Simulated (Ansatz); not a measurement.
Effect of electrons 5.0×10^20 cm⁻³ on GaN

The reference is GaN in the zinc blende structure (space group F-43m, No. 216; a = 4.498 Å).

Perturbation: electron doping at 5.0×10^20 cm⁻³ (0.0114 per cell), with a uniform compensating background at fixed cell and a 300 K Fermi–Dirac width.

The values are results of PBEsol (Ansatz, a program for electronic structure), without spin-orbit coupling, earlier PAW set, not measurements. Settings: 29×29×29 k-points, 0.0259 eV Fermi–Dirac smearing.

- Gap between the host's bands: 1.70 eV (base 1.70 eV)
- Gap character: direct at Γ (base direct at Γ)
- Fermi level relative to the doped band's edge (positive inside the band; to 0.05 eV): +0.90 eV

Cost of the whole job for the changed cell (relaxation, final SCF and bands): about 40 core-seconds (a rough figure).

Charged cell with a jellium background: band edges are those of the host's band count, energies are not comparable with the neutral cell, and many-body gap narrowing is missing. Stability against distortions was not tested. This is not the structure that GaN has at room temperature and ambient pressure.
